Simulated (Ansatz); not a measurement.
# MnCl₂ (R-3m, No. 166)

Computed with PBEsol (PAW; Ansatz, a program for electronic structure).

Numerical settings: plane-wave cutoff 500 eV, 12×12×12 k mesh, gaussian smearing 0.02 eV, spin-polarised start, scalar-relativistic PAW data made under PBE.

Cell (relaxed at this level):

```cif
data_Cl2Mn
_chemical_formula_sum 'Mn1 Cl2'
_space_group_name_H-M_alt 'P 1'
_space_group_IT_number 1
_cell_length_a 6.62184
_cell_length_b 6.62184
_cell_length_c 6.62184
_cell_angle_alpha 31.861
_cell_angle_beta 31.861
_cell_angle_gamma 31.861
loop_
_space_group_symop_operation_xyz
  'x, y, z'
loop_
_atom_site_label
_atom_site_type_symbol
_atom_site_fract_x
_atom_site_fract_y
_atom_site_fract_z
_atom_site_occupancy
Mn1 Mn 0.00000 0.00000 0.00000 1
Cl1 Cl 0.73972 0.73972 0.73972 1
Cl2 Cl 0.26028 0.26028 0.26028 1
```

```yaml
band_gap: 1.46 eV (on the SCF k mesh)
```

Note: the magnetic order was assumed, not searched for or taken from measurement; the cell comes from a level without a dispersion term, which matters for the spacing of layers, chains or molecules; the cell has widely spaced layers and the level no dispersion term, so their spacing and the moduli can rest on weak binding.

Cost on a shared machine: roughly 5 core-minutes.
